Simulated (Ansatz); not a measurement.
H on the 1x1 (111) surface of fcc Rh, one in a 2x1 cell, energies for each (12.7 Å²). Energies are against ½ H2(g), without zero-point or thermal terms; each row is named by its start.

Computed with PBE (plane waves to 420 eV, PAW; Ansatz, a program for electronic structure).

Set-up: 9 atoms, 6.5 Å thick at the start under the adsorbate (thin: gaps and levels are the slab's own); mesh 6x12x1; 0.1 eV smearing; dipole correction on; 4 atoms held, the rest relaxed; each run with such symmetry as its start has; no spin, no spin-orbit, no U, no dispersion correction.

A negative adsorption energy means that the adsorbate is more stable on the surface than in its reference. Starts that drift may end in the same place. Heights count from the host atoms within 0.3 Å of the top one.

```json
[
 {"starting site": "top Rh", "E_ads (eV)": "-0.16", "height (Å)": "1.60", "nearest host atom (Å)": "Rh 1.57", "bonded to": "Rh", "Δ work function (eV)": "0.33", "lateral drift (Å)": "0.0"},
 {"starting site": "hollow Rh-Rh-Rh over Rh at depth 2.2 Å", "E_ads (eV)": "-0.51", "height (Å)": "0.95", "nearest host atom (Å)": "Rh 1.83", "bonded to": "3 Rh", "Δ work function (eV)": "0.08", "lateral drift (Å)": "0.0"},
 {"starting site": "hollow Rh-Rh-Rh over Rh at depth 4.4 Å", "E_ads (eV)": "-0.54", "height (Å)": "0.95", "nearest host atom (Å)": "Rh 1.84", "bonded to": "3 Rh", "Δ work function (eV)": "0.07", "lateral drift (Å)": "0.0"},
 {"starting site": "bridge Rh-Rh (span 2.7 Å)", "E_ads (eV)": "-0.54", "height (Å)": "0.96", "nearest host atom (Å)": "Rh 1.83", "bonded to": "3 Rh", "Δ work function (eV)": "0.07", "lateral drift (Å)": "0.8"}
]
```
